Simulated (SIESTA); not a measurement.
# SIESTA run on HgTe (Cmcm, 4 atoms in the cell): self-consistent single point

Method of the run: GGA PBEsol, numerical atomic orbitals DZP, PseudoDojo PBEsol standard norm-conserving potentials (rewritten from UPF to PSML) (SIESTA).

Input:

```
# files in the folder: Hg.psml Te.psml (PseudoDojo PBEsol standard)
SystemName  HgTe
SystemLabel hgte

NumberOfAtoms                4
NumberOfSpecies              2
%block ChemicalSpeciesLabel
  1 80 Hg
  2 52 Te
%endblock ChemicalSpeciesLabel
LatticeConstant              1.0 Bohr
%block LatticeVectors
     5.773799281   -6.689131593    0.000000000
     5.773799281    6.689131593    0.000000000
     0.000000000    0.000000000   11.187029369
%endblock LatticeVectors
AtomicCoordinatesFormat      Bohr
%block AtomicCoordinatesAndAtomicSpecies
     5.773799281    2.099718407    8.390272027  1
     5.773799281   -2.099718407    2.796757342  1
     5.773799281   -3.810263138    8.390272027  2
     5.773799281    3.810263138    2.796757342  2
%endblock AtomicCoordinatesAndAtomicSpecies

XC.functional                GGA
XC.authors                   PBEsol
PAO.BasisSize                DZP
PAO.EnergyShift              0.005 Ry
MeshCutoff                   300 Ry
%block kgrid.MonkhorstPack
    5   0   0  0.0
    0   5   0  0.0
    0   0   4  0.0
%endblock kgrid.MonkhorstPack
OccupationFunction           FD
ElectronicTemperature        100.0 meV

MaxSCFIterations             150
SCF.Mixer.Method             Pulay
SCF.Mixer.Weight             0.25
SCF.Mixer.History            6
SCF.DM.Tolerance             1.0E-04
Diag.ParallelOverK           true
WriteForces                  true
```

Output (repeated stretches shortened):

```
reinit: Reading from file input.fdf

reinit: System Name: HgTe
reinit: System Label: hgte

coor:   Atomic-coordinates input format  =     Cartesian coordinates
coor:                                            (in Bohr units)

siesta: Atomic coordinates (Bohr) and species
siesta:      5.77380   2.09972   8.39027  1        1
siesta:      5.77380  -2.09972   2.79676  1        2
siesta:      5.77380  -3.81026   8.39027  2        3
siesta:      5.77380   3.81026   2.79676  2        4

siesta: System type = bulk

initatomlists: Number of atoms, orbitals, and projectors:      4    74   116

siesta: ******************** Simulation parameters ****************************
redata: Spin configuration                          = none
redata: Time-Reversal Symmetry                      = T
redata: Number of Atomic Species                    =        2
redata: Mesh Cutoff                                 =   300.0000 Ry
redata: Net charge of the system                    =     0.0000 |e|
redata: Min. number of SCF Iter                     =        0
redata: Max. number of SCF Iter                     =      150
redata: SCF convergence failure will abort job
redata: SCF mix quantity                            = Hamiltonian
redata: Mix DM or H after convergence               =   F
redata: Recompute H after scf cycle                 =   F
redata: Mix DM in first SCF step                    =   T
redata: No kicks to SCF
redata: DM Mixing Weight for Kicks                  =     0.5000
redata: Require Harris convergence for SCF          =   F
redata: Harris energy tolerance for SCF             =     0.000100 eV
redata: Require DM convergence for SCF              =   T
redata: DM tolerance for SCF                        =     0.000100
redata: Require EDM convergence for SCF             =   F
redata: EDM tolerance for SCF                       =     0.001000 eV
redata: Require H convergence for SCF               =   T
redata: Hamiltonian tolerance for SCF               =     0.001000 eV
redata: Require (free) Energy convergence for SCF   =   F
redata: (free) Energy tolerance for SCF             =     0.000100 eV
redata: Using DFT-D3 dispersion                     =   F
redata: Using Saved Data (generic)                  =   F
redata: Method of Calculation                       = Diagonalization
redata: Electronic Temperature                      =  1160.4518 K
redata: Number of TDED substeps                     =        3
redata: Dynamics option                             = Single-point calculation
redata: Save all siesta data in one NC              =   F
redata: ***********************************************************************

%block SCF.Mixers
  Pulay
%endblock SCF.Mixers

%block SCF.Mixer.Pulay
  # Mixing method
  method pulay
  variant stable

  # Mixing options
  weight 0.2500
  weight.linear 0.2500
  history 6
%endblock SCF.Mixer.Pulay

DM_history_depth set to one: no extrapolation allowed by default for geometry relaxation
Size of DM history Fstack: 1
Total number of electrons:    72.000000
Total ionic charge:    72.000000

* ProcessorY, Blocksize:    1  64

* Orbital distribution balance (max,min):    74    74

k-point displ. along   3 input, could be:     0.00    0.50
 Kpoints in:           60 . Kpoints trimmed:           53

siesta: k-grid: Number of k-points = 53
siesta: k-points from Monkhorst-Pack grid
siesta: k-cutoff (effective) =    11.690 Ang
siesta: k-point supercell and displacements
siesta: k-grid:     5     0     0      0.000
siesta: k-grid:     0     5     0      0.000
siesta: k-grid:     0     0     4      0.000

diag: Algorithm                                     = D&C
diag: Parallel over k                               =   F
diag: Use parallel 2D distribution                  =   F
diag: Parallel block-size                           = 64
diag: Parallel distribution                         =     1 x     1
diag: Used triangular part                          = Lower
diag: Absolute tolerance                            =  0.100E-15
diag: Orthogonalization factor                      =  0.100E-05
diag: Memory factor                                 =  1.0000

superc: Internal auxiliary supercell:     5 x     5 x     3  =      75
superc: Number of atoms, orbitals, and projectors:    300   5550   8700

                        Single-point calculation

superc: Internal auxiliary supercell:     5 x     5 x     3  =      75
superc: Number of atoms, orbitals, and projectors:    300   5550   8700

outcell: Unit cell vectors (Ang):
        3.055363   -3.539736    0.000000
        3.055363    3.539736    0.000000
        0.000000    0.000000    5.919921

outcell: Cell vector modules (Ang)   :    4.676000    4.676000    5.919921
outcell: Cell angles (23,13,12) (deg):     90.0000     90.0000     98.4010
outcell: Cell volume (Ang**3)        :    128.0500
new_DM -- step:     1
Initializing Density Matrix...

Attempting to read DM from file... Failed...
DM filled with atomic data:

InitMesh: MESH = 50 x 50 x 64 = 160000
InitMesh: Mesh cutoff (required, used) =   300.000   322.897 Ry

stepf: Fermi-Dirac step function

        iscf     Eharris(eV)        E_KS(eV)     FreeEng(eV)     dDmax    Ef(eV) dHmax(eV)
   scf:    1   -14612.791592   -14694.200737   -14694.319360  1.179592 -1.049420 37.670340
   scf:    2   -14779.745272   -14751.564672   -14751.618190  0.834709 -2.614558  6.700724
   scf:    3   -14753.439541   -14752.688776   -14752.746599  0.255285 -2.783015  2.183474
   scf:    4   -14752.640841   -14752.755427   -14752.816228  0.143699 -3.078393  1.369964
   scf:    5   -14752.825442   -14752.820557   -14752.878695  0.123729 -3.068848  0.387914
   scf:    6   -14752.823788   -14752.824336   -14752.883510  0.049878 -3.085327  0.069085
   scf:    7   -14752.824827   -14752.824613   -14752.883701  0.004678 -3.089649  0.034423
   scf:    8   -14752.824695   -14752.824681   -14752.883731  0.002447 -3.088531  0.020435
   scf:    9   -14752.824672   -14752.824680   -14752.883744  0.000863 -3.089411  0.000238
   scf:   10   -14752.824679   -14752.824680   -14752.883744  0.000012 -3.089431  0.000042

SCF Convergence by DM+H criterion
max |DM_out - DM_in|         :     0.0000124472
max |H_out - H_in|      (eV) :     0.0000423246
SCF cycle converged after 10 iterations

Using DM_out to compute the final energy and forces

siesta: E_KS(eV) =           -14752.8247

siesta: E_KS - E_eggbox =    -14752.8247

siesta: Atomic forces (eV/Ang):
     1   -0.000000   -0.091759   -0.000000
     2   -0.000000    0.091759    0.000000
     3   -0.000000    0.305266   -0.000000
     4    0.000000   -0.305266    0.000000
   Tot   -0.000000   -0.000000   -0.000000
   Max    0.305266
   Res    0.130133    sqrt( Sum f_i^2 / 3N )
   Max    0.305266    constrained

Stress tensor Voigt[x,y,z,yz,xz,xy] (kbar):       69.03       59.12       70.64        0.00        0.00        0.00
(Free)E + p*V (eV/cell)   -14758.1797
Target enthalpy (eV/cell)   -14752.8837

siesta: Program's energy decomposition (eV):
siesta: Ebs     =     -2383.688078
siesta: Eions   =     18146.417536
siesta: Ena     =      1636.511253
siesta: Ekin    =      5674.574846
siesta: Enl     =     -1283.821260
siesta: Eso     =         0.000000
siesta: Edftu   =         0.000000
siesta: DEna    =       166.668582
siesta: DUscf   =        10.596961
siesta: DUext   =         0.000000
siesta: Ex      =     -2638.350162
siesta: Ec      =      -172.587363
siesta: Exc     =     -2810.937525
siesta: Eharris =    -14752.824679
siesta: Etot    =    -14752.824680
siesta: FreeEng =    -14752.883744

siesta: Atomic forces (eV/Ang):
siesta:      1   -0.000000   -0.091759   -0.000000
siesta:      2   -0.000000    0.091759    0.000000
siesta:      3   -0.000000    0.305266   -0.000000
siesta:      4    0.000000   -0.305266    0.000000
siesta: ----------------------------------------
siesta:    Tot   -0.000000   -0.000000   -0.000000

siesta: Stress tensor (static) (eV/Ang**3):
siesta:     0.043087    0.000000   -0.000000
siesta:     0.000000    0.036897    0.000000
siesta:     0.000000    0.000000    0.044092

siesta: Cell volume =        128.050003 Ang**3

siesta: Pressure (static):
siesta:                Solid            Molecule  Units
siesta:          -0.00045045         -0.00040977  Ry/Bohr**3
siesta:          -0.04135877         -0.03762343  eV/Ang**3
siesta:         -66.26405585        -60.27937837  kBar
```

The run converged in 10 iterations.

The starting cell comes from a database of computed structures (which also holds hypothetical and non-ambient phases and stackings), without a prior relaxation at this level. Its lattice was rescaled by a random factor within 2.5 % of one. Values carry the incompleteness of an atom-centred basis. With a pressure of about -7 GPa the cell is away from its equilibrium volume at this level. The run gives no clean gap (levels at the Fermi energy touch, overlap or are partly filled at this smearing), which alone does not show that the compound is a metal.
